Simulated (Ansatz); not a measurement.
These are PBE (plane waves to 420 eV, PAW; Ansatz, an electronic-structure program) values and carry that method's errors.

Planar average of the electrostatic potential across the slab, in eV from the Fermi level, for Au on the 1x1 (110) surface of bcc W, one in a 2x2 cell, started at the site 'hollow W-W-W':

| z (Å) | V (eV) |
|---|---|
| 5.20 | 4.80 |
| 5.49 | 4.80 |
| 5.78 | 4.80 |
| 6.07 | 4.80 |
| 6.36 | 4.78 |
| 6.64 | 4.76 |
| 6.93 | 4.72 |
| 7.22 | 4.62 |
| 7.51 | 4.44 |
| 7.80 | 4.06 |
| 8.09 | 3.31 |
| 8.38 | 1.82 |
| 8.67 | -1.11 |
| 8.96 | -7.22 |
| 9.24 | -15.18 |
| 9.53 | -20.64 |
| 9.82 | -21.00 |
| 10.11 | -16.17 |
| 10.40 | -8.63 |
| 10.69 | -3.58 |
| 10.98 | -4.78 |
| 11.27 | -11.53 |
| 11.56 | -18.75 |
| 11.84 | -22.01 |
| 12.13 | -19.69 |
| 12.42 | -12.90 |
| 12.71 | -5.49 |
| 13.00 | -2.64 |
| 13.29 | -5.54 |
| 13.58 | -12.96 |
| 13.87 | -19.71 |
| 14.16 | -21.97 |
| 14.44 | -18.66 |
| 14.73 | -11.40 |
| 15.02 | -4.63 |
| 15.31 | -3.32 |
| 15.60 | -8.15 |
| 15.89 | -15.77 |
| 16.18 | -20.90 |
| 16.47 | -20.95 |
| 16.76 | -15.86 |
| 17.04 | -8.03 |
| 17.33 | -1.92 |
| 17.62 | 0.16 |
| 17.91 | -0.21 |
| 18.20 | -0.90 |
| 18.49 | -1.03 |
| 18.78 | -0.44 |
| 19.07 | 1.07 |
| 19.36 | 2.82 |
| 19.64 | 3.64 |
| 19.93 | 3.95 |
| 20.22 | 4.09 |
| 20.51 | 4.16 |
| 20.80 | 4.19 |
| 21.09 | 4.20 |
| 21.38 | 4.21 |
| 21.67 | 4.21 |
| 21.96 | 4.21 |
| 22.24 | 4.21 |
| 22.53 | 4.21 |
| 22.82 | 4.21 |

Slab: 17 atoms, 6.6 Å thick at the start under the adsorbate (thin: gaps and levels are the slab's own); k 6x6x1, smearing 0.1 eV, dipole-corrected; 8 atoms held, the rest relaxed; start symmetry kept, larger cells not searched; no spin, no spin-orbit, no U, no dispersion correction. At the end it is bonded to 3 W. In PBE it is, or lies within 0.03 eV of, the lowest of the starts that converged.

### Question
The surface cell has an area of 28.68 Å². What dipole along the normal does the step between the two vacuum levels imply?

### Answer
the top vacuum level lies 0.59 eV below the bottom one; p = −ε₀ A ΔV (ε₀ = 0.005526 e/(V·Å)) gives 0.09 e·Å a cell.
